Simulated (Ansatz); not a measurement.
**AlAu, pressure series**

Base system: AlAu in the CsCl type structure (space group Pm-3m, No. 221; a = 3.178 Å; a cell from a computed database, its experimental status unchecked).

Cell and atoms are relaxed at each pressure.

Level of theory: Ansatz (an electronic-structure program) PBEsol, without spin-orbit coupling.

```csv
pressure (GPa),volume per atom (Å³/atom)
-2,16.310
-1,16.175
0,16.046
0.3,16.009
0.7,15.960
1.5,15.866
3,?
7.5,15.246
10,15.025
```

### Question
Fit the third-order Birch–Murnaghan form P(V) = (3B₀/2)[(V₀/V)^(7/3) − (V₀/V)^(5/3)]·[1 + (3/4)(B₀′ − 4)((V₀/V)^(2/3) − 1)] (squares taken in P) to the rows shown and predict the withheld row.

### Answer
Least squares on the printed values gives V₀ = 16.047 Å³/atom, B₀ = 128 GPa, B₀′ = 5.2; this predicts 15.696 Å³/atom, and the run gives 15.697 Å³/atom, in agreement.

Load acts through the strain it causes; cell and atoms are relaxed under it. Whether these cells are dynamically stable was not tested. Competing high-pressure phases were not computed.
